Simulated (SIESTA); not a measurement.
A short convergence ladder for TiHg (P4mm, 2 atoms in the cell)

```xyz
2
Lattice="3.0246 0.0000 0.0000 0.0000 3.0246 0.0000 0.0000 0.0000 4.1135" Properties=species:S:1:pos:R:3 pbc="T T T"
Ti     1.5123     1.5123     2.1067
Hg     0.0000     0.0000     0.0000
```
Moments meant for the start (each program seeds them in its own way; μB, in the order of the atoms Ti Hg): 1.0 0.0.

Base method: GGA PBEsol, numerical atomic orbitals TZP, PseudoDojo PBEsol standard norm-conserving potentials (rewritten from UPF to PSML) run with SIESTA.

Base settings: XC.functional = GGA; XC.authors = PBEsol; potentials = PseudoDojo PBEsol standard; PAO.BasisSize = TZP; PAO.EnergyShift = 0.01 Ry; MeshCutoff = 400 Ry; kgrid.MonkhorstPack = 4 4 3; OccupationFunction = FD; ElectronicTemperature = 0.1 eV; Spin = polarized.

**The setting basis size**

Level: DFT, GGA PBEsol, numerical atomic orbitals TZDP, PseudoDojo PBEsol standard norm-conserving potentials (rewritten from UPF to PSML).

Moved along: PAO.BasisSize.

The second cell is the first with its lattice scaled by 0.98.

The mesh stays at the base's, so the ladder's end is converged at best in this setting alone.

The sets are ordered by size and need not be nested.

Only quantities that move along the ladder and can be compared are tabulated.

The magnetic state is not the same in all runs (site moments differ, or a search went on to a lower state), so steps between rows are not convergence errors alone.

| basis (functions) | energy of the compressed cell less the first (meV/atom) | pressure (GPa) | largest difference of a force vector from the last step's (eV/Å) | net moment (μB/atom) |
|---|---|---|---|---|
| SZ (20) | -171.51 | -26.85 | 0.013 | 0.382 |
| SZP (26) | -137.70 | -23.23 | 0.091 | 0.305 |
| DZ (32) | -226.29 | -33.86 | 0.074 | 0.000 |
| DZP (38) | -58.05 | -11.47 | 0.027 | 0.000 |
| TZP (50) | -52.83 | -10.74 | 0.013 | 0.000 |
| TZDP (56) | -57.08 | -11.32 | 0.000 | 0.000 |

Coarsest basis (functions) that holds the net moment within 0.01 μB/atom of the last step, with all finer ones: DZ (32); the step before is off by 0.30 μB/atom.

Coarsest basis (functions) that holds the pressure within 1 GPa: not settled: the last two steps still differ by 0.58 GPa, over half the tolerance, so the ladder does not show it.

Coarsest basis (functions) that holds the energy of the compressed cell less the first within 2 meV/atom: not settled: the last two steps still differ by 4.3 meV/atom, over half the tolerance, so the ladder does not show it.

On the base run: the starting cell comes from a database of computed structures (which also holds hypothetical and non-ambient phases and stackings), without a prior relaxation at this level. Its lattice was rescaled by up to half a per cent. One atom was moved a little off its site on purpose. The starting moments vanished: the run ended non-magnetic. Values carry the incompleteness of an atom-centred basis. In the base run, with a pressure of about -11 GPa the cell is away from its equilibrium volume at this level. Without a gap this mesh is coarse (it stands for a supercell whose shortest vector is 12 Å).
